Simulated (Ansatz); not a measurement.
Seebeck coefficient (μV/K, mean over directions) of p-type SiC (P6_3mc) against carrier density, PBEsol with spin-orbit coupling, rigid bands run with Ansatz (a program for electronic structure). Computed gap 2.12 eV; densities at which minority carriers matter at this gap, or further valleys turn the trend, are left out. Conductivity mass 1.28 mₑ (harmonic mean over directions), N_v = 6.7e19 cm⁻³ at 300 K.

| hole density | 300 K | 500 K | 800 K |
|---|---|---|---|
| 1e16 cm⁻³ | 986 | 1055 | 1120 |
| 1e17 cm⁻³ | 787 | 856 | … |
| 1e18 cm⁻³ | 589 | 658 | 723 |
| 3e18 cm⁻³ | 494 | 563 | 629 |
| 1e19 cm⁻³ | 391 | 460 | … |
| 3e19 cm⁻³ | 298 | 366 | 431 |
| 1e20 cm⁻³ | 200 | 266 | 329 |
| 3e20 cm⁻³ | 124 | 181 | 239 |
| 1e21 cm⁻³ | … | 105 | 150 |

**Question.** Some entries are withheld; supply them.

**Answer.** 
- 1e17 cm⁻³, 800 K: 922
- 1e19 cm⁻³, 800 K: 525
- 1e21 cm⁻³, 300 K: 68

Rigid bands with a gap fixed in temperature, one relaxation time for all states, no polarons or phonon drag, and whether or not such doping can be reached.
